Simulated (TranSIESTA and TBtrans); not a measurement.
Run with TranSIESTA and TBtrans (open boundaries, self-consistent; PseudoDojo norm-conserving potentials, scalar-relativistic): PAO.BasisSize DZP, PAO.EnergyShift 0.15 eV, XC.Authors PBE, Mesh.Cutoff 200 Ry, ElectronicTemperature 300 K, TS.Voltage 0.0 eV, TBT.Elecs.Eta 0.001 eV, no spin polarisation.

Device: Ga chain with one S atom inserted. Leads: straight Ga chain, spacing 2.703 Å. Geometry: 3 atoms about the centre moved by SIESTA (PBE, DZP) to a largest force of 0.04 eV/Å, all others as built, motion along the axis alone. Transport runs along z; the first 4 and the last 4 of the 15 atoms are the lead cells, repeated to infinity.

```xyz
15
Lattice="9.000 0.000 0.000 0.000 9.000 0.000 0.000 0.000 39.789" Properties=species:S:1:pos:R:3 pbc="F F T"
Ga     4.500     4.500     0.000
Ga     4.500     4.500     2.703
Ga     4.500     4.500     5.406
Ga     4.500     4.500     8.109
Ga     4.500     4.500    10.812
Ga     4.500     4.500    13.515
Ga     4.500     4.500    16.275
S      4.500     4.500    18.545
Ga     4.500     4.500    20.813
Ga     4.500     4.500    23.571
Ga     4.500     4.500    26.274
Ga     4.500     4.500    28.977
Ga     4.500     4.500    31.680
Ga     4.500     4.500    34.383
Ga     4.500     4.500    37.086
```

**Question.** Predict: conductance at 300 K (G0 = 2e²/h); thermopower (μV/K); mean T from −0.5 to 0.5 eV.

**Answer.** conductance at 300 K (G0 = 2e²/h): 1.55; thermopower (μV/K): -6.2; mean T from −0.5 to 0.5 eV: 1.18. The straight chain is held at its spacing; free chains may zigzag or dimerise. No spin-polarised start was tried, so a magnetic state, if there is one, is missed.
